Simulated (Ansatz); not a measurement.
**What uniaxial strain ε_zz = +2.50 % does to Re**

The parent structure is Re in the hcp (Mg type) structure (space group P6_3/mmc, No. 194; a = 2.7764 Å, c = 4.4809 Å; relaxed with 0.1 eV smearing). Axes: x lies along a and z along c of the hexagonal cell.

Modification: the cell is stretched by 2.50 % along z with no lateral relaxation; the atoms relax in the strained cell.

Calculations: PBE, PAW, 420 eV (Ansatz, a program for electronic structure; spin-orbit coupling left out). Γ-centred 24×24×13 mesh, Fermi–Dirac width 0.1 eV.

- Volume per atom = 15.33 Å³ (base 14.96 Å³)
- Energy relative to the base (free energy F) = +18 meV/atom
- Pressure (mean of the normal stresses, compression positive) = -8.3 GPa (base 0.0 GPa)
- Band gap = zero (base zero)
- Stress (xx, yy, zz, yz, xz, xy; compression positive) = (-5.0, -5.0, -15.1, 0.0, 0.0, 0.0) GPa

Stability against distortions was not tested. All final runs are without spin polarisation.
